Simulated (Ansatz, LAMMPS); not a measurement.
# Ge well of 20 atomic layers along [001] in random Si0.3Ge0.7, interfaces sharp

Cell 17.02 × 17.02 × 63.15 Å, Si132Ge660, 792 atoms. Prepared with Tersoff's 1989 multicomponent potential (SiCGe.tersoff) (LAMMPS): minimisation. 

The numbers are results of PBE, support functions at accuracy medium on the grid of 370 eV (norm-conserving potentials; Ansatz, a first-principles code), not measurements.

Basis: localised support functions (accuracy medium) on a full density matrix. k-points: zone centre alone; occupations: Fermi-Dirac, 0.010 eV; spin polarisation not allowed. No spin-orbit coupling.

| Item | Value |
|---|---|
| Kohn-Sham gap of the cell on its k-mesh | 0.06 eV |
| weight of the highest filled level on the well | 0.88 |
| weight of the lowest empty level on the well | 0.52 |
| coordination (neighbours within 2.965 Å) | 100.0 % 4-fold |
| Ge-Ge bonds, mean ± spread | 2.482 ± 0.006 Å |
| Ge-Si bonds, mean ± spread | 2.438 ± 0.007 Å |
| Si-Si bonds, mean ± spread | 2.389 ± 0.008 Å |
| bond angles, mean ± spread | 109.5° ± 1.1° |
| pressure | 0.35 GPa |
| cost of the final run | very roughly 30 core-minutes, 12 SCF iterations, 16 GiB |
